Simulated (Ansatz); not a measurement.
MoIr3 (P6₃/mmc, No. 194, 8 atoms in the cell; start mp-11482), treated with r²SCAN (Ansatz, an electronic-structure program, PAW).

Numerical settings: plane-wave cutoff 560 eV, 12×12×12 k mesh, Fermi–Dirac smearing 0.05 eV, no spin polarisation, scalar-relativistic PAW data made under PBE.

Cell (relaxed at this level):

Space group P6₃/mmc (No. 194); a = b = 5.502 Å, c = 4.388 Å, α = β = 90.00°, γ = 120.00°

```
atom  site  symmetry       x       y       z
----  ----  --------  ------  ------  ------
Mo      2c      -6m2  0.3333  0.6667  0.2500
Ir      6h       mm2  0.3326  0.1663  0.2500
```

**Question.** What does this level give for the bulk modulus B0?

**Answer.** 
- bulk modulus B0: 364 GPa

Note: the run has no spin polarisation, so it can have missed a magnetic state; the bulk modulus is −V dP/dV from two relaxed cells at ±2 % in volume; the relaxation could not lower the start's symmetry, so the cell can be a saddle point above a distorted one.

Spin–orbit coupling is not included.

Computed values are for the static lattice.

It cost very roughly 12 core-minutes of CPU time.

A start named mp-… is a Materials Project structure, which need not be a measured phase.
